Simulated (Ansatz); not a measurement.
```
NbN
1.0
    0.00000     2.21073     2.21073
    2.21073     0.00000     2.21073
    2.21073     2.21073     0.00000
Nb N
1 1
Cartesian
  2.21073   2.21073   2.21073
  0.00000   0.00000   0.00000
```

**Question.** Is this relaxed cell dynamically stable according to harmonic phonons (finite displacements on a 8×8×8 mesh, DFT at the PBE level (Ansatz, a program for electronic structure), k mesh 16×16×16, methfessel-paxton smearing of 0.15 eV)? If not, where is the strongest instability?

**Answer.** No. The softest mode is 317i cm⁻¹ at q = (0.000, -0.500, -0.500) in fractions of the reciprocal vectors of this cell, and 303 of the 512 wave vectors of the mesh carry a mode beyond 15i cm⁻¹.
